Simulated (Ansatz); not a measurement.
The parent structure is WSe2 in the 2H-MoS2 type structure (space group P6_3/mmc, No. 194; a = 3.231 Å, c = 12.411 Å; layered, stacked along the Cartesian z axis).

The change: a free-standing slab of 2 layers (6 atoms, 3 a layer) is cut normal to the stacking axis, with 15 Å of vacuum and the in-plane cell relaxed.

Levels (all Ansatz, a quantum-chemistry and plane-wave program, PAW): PBEsol-D3(BJ) (420 eV, no SOC); r2SCAN (500 eV, without spin-orbit coupling); HSE06 (420 eV, spin-orbit coupling left out).

One geometry, relaxed with PBEsol-D3(BJ), under each level:

```tsv
level	band gap	lowest conduction level above the VBM at special points
PBEsol-D3(BJ)	1.10 eV	K 1.58 eV; M 2.40 eV; Γ 2.82 eV
r2SCAN	___	___
HSE06	1.63 eV	K 2.08 eV; M 3.06 eV; Γ 3.47 eV
```

Problem. Give the withheld r2SCAN results.

Solution. 
- r2SCAN, band gap: 1.28 eV
- r2SCAN, lowest conduction level above the VBM at special points: K 1.71 eV; M 2.55 eV; Γ 2.96 eV

Single points use the geometry relaxed with PBEsol-D3(BJ). HSE06 gaps are upper bounds (no full band path). With W present, leaving out spin-orbit coupling can change the band edges. No phonon test of stability was made. Labels are those of the standard path for the cell's own space group.
